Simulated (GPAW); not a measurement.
## A short convergence ladder for HfAu (P4mm, 4 atoms in the cell)

```xyz
4
Lattice="3.4664 0.0000 0.0000 0.0000 3.4664 0.0000 0.0000 0.0000 6.2889" Properties=species:S:1:pos:R:3 pbc="T T T"
Hf     0.0000     1.7332     5.4055
Hf     1.7332     0.0000     0.9334
Au     0.0000     1.7332     2.3359
Au     1.7332     0.0000     3.9530
```

Base method: LDA (Perdew-Wang 92), real-space grid, GPAW PAW datasets LDA (gpaw-data 1.0.1) in GPAW.

Base settings: mode = fd; h = 0.18 Å; xc = LDA; kpts = 5 5 3; mesh shift (steps) = 0 0 0; occupations.name = fermi-dirac; occupations.width = 0.1 eV; nbands = -10; convergence.forces = 0.001 eV/Å; symmetry.symmorphic = false.

**The k-point mesh**

The second cell is the first with its lattice scaled by 0.98.

Only quantities that move along the ladder and can be compared are tabulated.

```csv
kpts,free energy less the last step's (meV/atom),energy of the compressed cell less the first (meV/atom),largest difference of a force vector from the last step's (eV/Å)
2 2 1,315.71,32.67,0.699
2 2 2,101.91,14.08,0.462
4 4 2,-10.81,4.76,0.053
5 5 3,0.00,6.67,0.000
```

Coarsest kpts that holds the energy of the compressed cell less the first within 1 meV/atom: not settled: the last two steps still differ by 1.9 meV/atom, over half the tolerance, so the ladder does not show it.

Coarsest kpts that holds the free energy within 5 meV/atom: not settled: the last two steps still differ by 11 meV/atom, over half the tolerance, so the ladder does not show it.

Coarsest kpts that holds the forces within 0.02 eV/Å: not settled: the last two steps still differ by 0.053 eV/Å, over half the tolerance, so the ladder does not show it.

On the base run: the starting cell comes from a database of computed structures (which also holds hypothetical and non-ambient phases and stackings), without a prior relaxation at this level. Its lattice was rescaled by up to half a per cent. One atom was moved a little off its site on purpose. Without a gap this mesh is coarse (it stands for a supercell whose shortest vector is 17 Å).
